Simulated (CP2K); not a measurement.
Input and output of a self-consistent single point for MoS2 (P1, 6 atoms in the cell) (CP2K).

Method: CP2K with PBEsol, GPW, DZVP-MOLOPT-SR-GTH basis, GTH-PBE potentials (GTH_POTENTIALS).

The change in words: lattice scaled by 0.98. Reference geometry:
```xyz
6
Lattice="3.1854 0.0000 0.0000 -1.5927 2.7587 0.0000 0.0000 0.0000 13.1784" Properties=species:S:1:pos:R:3 pbc="T T T"
Mo     0.0065     0.0067     3.3041
Mo     0.0118    -0.0043     9.8546
S     -0.0260     1.8369     4.8393
S      1.5658     0.9419     8.3637
S      1.5973     0.8980    11.4191
S      0.0300     1.8381     1.7544
```

Reference input (self-consistent single point, DFT PBEsol, GPW, DZVP-MOLOPT-SR-GTH basis, GTH-PBE potentials (GTH_POTENTIALS)): CUTOFF = 500 Ry; REL_CUTOFF = 60 Ry; KPOINTS/SCHEME = MONKHORST-PACK 6 6 2; GAMMA_CENTERED = T; XC_FUNCTIONAL = PBE:PBESOL; Mo/BASIS_SET = DZVP-MOLOPT-SR-GTH; Mo/POTENTIAL = GTH-PBE-q14; S/BASIS_SET = DZVP-MOLOPT-SR-GTH; S/POTENTIAL = GTH-PBE-q6; METHOD = GPW; EPS_DEFAULT = 1e-10; NGRIDS = 5. This run's input differs from it in these lines:

```diff
@@ -62,4 +62,4 @@
     &CELL
-      ABC 3.18543000 3.18542974 13.17839000
-      ALPHA_BETA_GAMMA 90.00000000 90.00000000 120.00000272
+      ABC 3.12172100 3.12172152 12.91482200
+      ALPHA_BETA_GAMMA 90.00000000 90.00000000 120.00000510
       PERIODIC XYZ
```

Log, with long lists cut:

```
 SCF WAVEFUNCTION OPTIMIZATION

  Step     Update method      Time    Convergence         Total energy    Change
     1 NoMix/Diag. 0.20E+00      -     0.84108840      -178.1592464748 -1.78E+02
     2 Broy./Diag. 0.20E+00      -     0.15245755      -180.6685841203 -2.51E+00
     3 Broy./Diag. 0.20E+00      -     0.06978710      -178.5361836460  2.13E+00
     4 Broy./Diag. 0.20E+00      -     0.03501091      -177.3665002713  1.17E+00
     5 Broy./Diag. 0.20E+00      -     0.01921956      -177.4042451993 -3.77E-02
     6 Broy./Diag. 0.20E+00      -     0.00906621      -177.1608460500  2.43E-01
   [... 9 lines left out ...]
    16 Broy./Diag. 0.20E+00      -     0.00000457      -177.2464083816 -3.12E-05
    17 Broy./Diag. 0.20E+00      -     0.00000172      -177.2464086500 -2.68E-07
    18 Broy./Diag. 0.20E+00      -     0.00000119      -177.2464003146  8.34E-06
    19 Broy./Diag. 0.20E+00      -     0.00000009      -177.2463964644  3.85E-06
  *** SCF run converged in    19 steps ***

  Overlap energy of the core charge distribution:               0.00000000004286
  Self energy of the core charge distribution:               -353.88369891633357
  Core Hamiltonian energy:                                     79.97348497119805
  Hartree energy:                                             121.43782129497255
  Exchange-correlation energy:                                -24.77400381425283

  Total energy:                                              -177.24639646437296

                     Mulliken Population Analysis

 #  Atom  Element  Kind  Atomic population                           Net charge
       1     Mo       1         14.936785                             -0.936785
       2     Mo       1         14.955817                             -0.955817
   [... lines left out ...]

 STRESS| Analytical stress tensor [bar]
 STRESS|                        x                   y                   z
 STRESS|      x        7.09334411423E+04   3.31922425523E+03   5.55035987740E+03
 STRESS|      y        3.31922425523E+03   7.63527377224E+04   1.13103723004E+04
 STRESS|      z        5.55035987740E+03   1.13103723004E+04   1.26547247317E+05
 STRESS| 1/3 Trace                                             9.12778087274E+04
```

The run converged in 19 iterations. Against the reference run the free energy goes up by 28.0 meV/atom, the pressure goes from -0.70 to 9.13 GPa, the largest force goes from 1.329 to 2.540 eV/Å and the gap on the mesh goes from 0.947 to 0.974 eV.

The starting cell comes from a database of computed structures (which also holds hypothetical and non-ambient phases and stackings), without a prior relaxation at this level. Its atoms were displaced at random from the sites of space group no. 194. For this run, on top of that: lattice scaled by 0.98. Values carry the incompleteness of an atom-centred basis. The potentials were made for another functional than the one used. With a pressure of about 9 GPa the cell is away from its equilibrium volume at this level. Forces in this geometry exceed 1 eV/Å.

Cost on one core of a shared machine: roughly 2 min.
